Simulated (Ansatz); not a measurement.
Take Cu3N (space group Pm-3m, No. 221) as the base.

```xyz
4
Lattice="3.7649 0.0000 0.0000 0.0000 3.7649 0.0000 0.0000 0.0000 3.7649" Properties=species:S:1:pos:R:3 pbc="T T T"
N      0.0000     0.0000     0.0000
Cu     1.8825     0.0000     0.0000
Cu     0.0000     0.0000     1.8825
Cu     0.0000     1.8825     0.0000
```

Levels (all Ansatz, a program for electronic structure, PAW): PBEsol (420 eV, scalar-relativistic without spin-orbit coupling); HSE06 (420 eV, without spin-orbit coupling).

The geometry is relaxed with PBEsol.

PBEsol band gap: zero

With HSE06 at the same geometry, the band gap changes from zero to 0.79 eV.

Single points use the geometry relaxed with PBEsol. The hybrid gap comes from the SCF mesh plus the semilocal run's edge points and a few special points and is an upper bound. Stability against distortions was not tested. All final runs are without spin polarisation. Gaps under 0.05 eV, about the width of the smearing, are given as zero. A zero or small gap of Cu3N can be the functional's error rather than a property of the material.
